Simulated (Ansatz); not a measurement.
**RbBr: energy against strain**

RbBr (rock salt, Fm-3m, 40.059 Å³/atom at rest) under an equal strain ε in the (111) plane with the normal axis free, as in a coherent film. PBEsol in Ansatz, a plane-wave DFT program (PAW, default set), 420 eV, 8×8×8 Γ-centred mesh, Fermi-Dirac smearing 0.05 eV; ions are relaxed within the symmetry of each cell.

Here s stands for strain and y for E less E0.

| strain (%) | E less E0 (meV/atom) |
|---|---|
| -2.50 | ? |
| -1.25 | 0.71 |
| -0.83 | 0.32 |
| -0.42 | 0.08 |
| 0.00 | 0.00 |
| 0.42 | 0.07 |
| 0.83 | 0.28 |
| 1.25 | 0.64 |

### Question
Fit y against s with a parabola, and predict the withheld value at s = -2.50.

### Answer
Least squares gives y = 0.000 - 0.0257·s + 0.4325·s². Residuals (row less fit): 0.002, 0.001, -0.007, 0.000, 0.005, 0.003, -0.004; standard error 0.005 (degrees of freedom: 4). Twice the quadratic coefficient over the volume, 2 × 0.4325 meV × 10⁴ × 0.1602 / 40.059 Å³, is twice the biaxial elastic modulus of this plane = 35 ± 0.3 GPa. At the withheld row, y = 0.000 - 0.0257 × (-2.50) + 0.4325 × (-2.50)² = 2.767 meV/atom. The calculation gives 2.87 meV/atom, 0.103 meV/atom above the prediction (3.6 % of the range of y in the table). The row lies outside the fitted rows, so this is an extrapolation. The fitted rows scatter only by rounding.

One order more, fitted to all 13 runs of the series, follows each within 0.01, so the miss is the next term of a smooth law. Rows are the converged runs of the series near zero and its far end; series whose fitted rows scatter by over a few per cent of the range, as at a crossing or softening among them, aren't shown in this form. Most that stay on the fit to the last digits aren't either.
